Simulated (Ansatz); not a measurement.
Take HfO$_{2}$ in the fluorite structure (space group Fm-3m, No. 225) as the base.

```xyz
3
Lattice="0.0000 2.5005 2.5005 2.5005 0.0000 2.5005 2.5005 2.5005 0.0000" Properties=species:S:1:pos:R:3 pbc="T T T"
Hf     0.0000     0.0000     0.0000
O      1.2503     1.2503     1.2503
O      3.7508     3.7508     3.7508
```

Cartesian axes are those of the cell as printed.

Level of theory: Kohn–Sham DFT with the LDA functional, run in Ansatz (an electronic-structure program) with PAW and 420 eV plane waves, spin-orbit coupling left out.

Before the change:

- Band gap = 3.66 eV
- Pressure = 0.00 GPa

Modification: biaxial strain −2.00 %, plane normal [001], relaxed out of plane (Cartesian); in-plane vectors clamped, the third vector and the atoms free.

Question: What does the calculation give for the band gap, pressure, energy relative to the base and out-of-plane strain after the change?

Answer: The band gap falls by 0.176 eV to 3.49 eV; the pressure (mean of the normal stresses, compression positive) goes from zero to 9.69 GPa; the energy goes up by 18 meV/atom; the out-of-plane strain is +0.84 %.

Spin-orbit coupling, missing from the scalar runs, can matter with Hf. Stability against distortions was not tested. This is not the structure that HfO2 has at room temperature and ambient pressure.
